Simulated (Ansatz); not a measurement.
Worked example: relaxation of the atoms of LiNbF6 (R3, 8 atoms in the cell) in Ansatz (a first-principles code).

Computed with LDA (PW92), default PAW files made with PBE (plane waves; Ansatz).

The change in words: one atom moved by 0.15 angstrom; relax: default → atoms; relax.f_tol: default → 0.001 eV/Å. Reference geometry:
```yaml
crystal:
  lattice:
    - [2.57010, 1.48385, 4.57979]
    - [-2.57010, 1.48385, 4.57979]
    - [0.00000, -2.96770, 4.57979]
  atoms:
    - { symbol: Li, position: [0.50000, 0.50000, 0.50000] }
    - { symbol: Nb, position: [0.00000, 0.00000, 0.00000] }
    - { symbol: F, position: [0.12815, 0.75325, 0.36355] }
    - { symbol: F, position: [0.87185, 0.24675, 0.63645] }
    - { symbol: F, position: [0.36355, 0.12815, 0.75325] }
    - { symbol: F, position: [0.63645, 0.87185, 0.24675] }
    - { symbol: F, position: [0.75325, 0.36355, 0.12815] }
    - { symbol: F, position: [0.24675, 0.63645, 0.87185] }
```

Reference input (self-consistent single point, DFT, LDA (PW92), plane waves, default PAW files made with PBE): basis.ecutwfc = 420 eV; kpoints.mp_grid.grid = 6 6 6; hamiltonian.xc = lda; hamiltonian.pseudopotentials = {kind: paw} (the program's default PAW files); scf.occupations.method = fixed. This run's input differs from it in these lines:

```diff
@@ -7,3 +7,3 @@
   atoms:
-    - { symbol: Li, position: [0.50000000, 0.50000000, 0.50000000] }
+    - { symbol: Li, position: [0.51091800, 0.51091800, 0.51091800] }
     - { symbol: Nb, position: [0.00000000, 0.00000000, 0.00000000] }
@@ -27,2 +27,4 @@
     method: fixed
+relax:
+  f_tol: 0.001
 output:
```

The program printed (abridged):

```
   [... SCF lines of the steps left out ...]
relax step   1: F+E_penalty+E_count = -9414.89342427 eV  Δ(F+E_penalty+E_count) = +0.000e0 eV  max|allowed force component| = 1.063e0 eV/Å  Δτ_max = 0.0000 Å  (8 SCF iters, dr2 threshold 1.00e-7 eV, accepted)
relax step   2: F+E_penalty+E_count = -9415.08601946 eV  Δ(F+E_penalty+E_count) = -1.926e-1 eV  max|allowed force component| = 2.617e-1 eV/Å  Δτ_max = 0.0604 Å  (5 SCF iters, dr2 threshold 7.06e-5 eV, accepted)
   [... lines left out ...]
relax step   5: F+E_penalty+E_count = -9415.12510009 eV  Δ(F+E_penalty+E_count) = -1.447e-3 eV  max|allowed force component| = 1.484e-3 eV/Å  Δτ_max = 0.0116 Å  (5 SCF iters, dr2 threshold 7.80e-7 eV, accepted)
relax step   6: F+E_penalty+E_count = -9415.12510010 eV  Δ(F+E_penalty+E_count) = -9.306e-9 eV  max|allowed force component| = 1.542e-3 eV/Å  Δτ_max = 0.0000 Å  (4 SCF iters, accepted)
relax step   7: F+E_penalty+E_count = -9415.12510114 eV  Δ(F+E_penalty+E_count) = -1.039e-6 eV  max|allowed force component| = 5.846e-4 eV/Å  Δτ_max = 0.0003 Å  (4 SCF iters, accepted)
the relaxation is at rest under the 3 symmetry operations that the run kept from its start: a minimum is not shown …
Stability not checked: this state was not tested for a lower state beside it, because too few of the mixer's solves of this state at the end of the SCF gave a …
Free energy (F): -9415.125101 eV
Internal energy: -9415.125101 eV  (E = F + TS)
E sigma→0 (E₀):  -9415.125101 eV
Fermi energy:    -0.164104 eV
--- Forces (eV/Å), atoms counted from 1 ---
  atom   1  Li     0.00000000     0.00000000    -0.00000496
  atom   2  Nb    -0.00000000    -0.00000000     0.00058614
   [... lines left out ...]
    - { symbol: F, position: [0.3368140900451006, 0.15569899328748926, 0.7523835831405343] }
    - { symbol: F, position: [0.6659128672889681, 0.8470319457229566, 0.2503500022106645] }
    - { symbol: F, position: [0.7523835831405343, 0.33681409004510066, 0.1556989932874892] }
    - { symbol: F, position: [0.2503500022106645, 0.665912867288968, 0.8470319457229567] }
```

The run converged. 

Summary of the result:
* **Free energy E − TS (on the zero of these files)**: -9415.1251 eV
* **Top of the valence band (on the code's own zero)**: -0.16 eV
* **Gap on the k-point mesh**: 5.65 eV
* **Pressure**: -1.00 GPa
* **Relaxation steps**: 7

The starting cell comes from a database of computed structures (which also holds hypothetical and non-ambient phases and stackings), without a prior relaxation at this level. Its lattice was rescaled by up to half a per cent. For this run, on top of that: one atom moved by 0.15 angstrom. The relaxation keeps the symmetry of its start, so its end need not be a minimum. Ansatz's pressure includes its estimate of the finite-basis (Pulay) stress. Without the estimate this run gives -1.97 GPa.

Cost on one core of a shared machine: roughly 80 s.

Keys are those of Ansatz 0.2.
